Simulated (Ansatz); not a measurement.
Worked sum: formation energy of Au_Pb in Pb (fcc, Fm-3m)

Subject: the formation energy of Au_Pb in Pb (fcc, Fm-3m). Reaction: 63 Pb (fcc) + Au (fcc) → cell A.

A: a supercell of 64 sites of Pb (fcc, Fm-3m) with Au on a Pb site (12 Pb at 3.40 Å); spin state with PBE: run without spin.

Setting: static, neutral cells in Ansatz (PAW) whose structures rest at the PBE+D3(BJ) level. Ansatz (an electronic-structure program) runs with its default PAW set. Other levels take these structures. The lattices are those relaxed with PBE+D3(BJ), so at other levels the solids can be strained. Larger cells are relaxed from a start prepared with the learned potential CHGNet, on a coarser mesh till forces fall under 0.03 eV/Å, which some starts already meet. A dispersion term (D3(BJ), or D4 for r2SCAN) was computed beside these levels and is taken off wherever the name lacks it. Spin-orbit coupling is left out. Mesh and cell size may move defect energies by 0.1 eV or more. Cell A has symmetry Fm-3m within 0.02 Å and got no random move, so less symmetric positions, which may lie lower, weren't tried.

Total energies of the cells in eV, at zero smearing width. They compare only within one column; the weights balance every element.

```csv
cell,atoms,weight,r2SCAN
A: Pb:Au_Pb,64,+1,-764176.45890
Pb (fcc),64,−63/64,-762933.86251
Au (fcc),1,−1,-13163.50662
```

r2SCAN: (-764176.45890) − 63/64 × (-762933.86251) − (-13163.50662) = 0.069 eV.
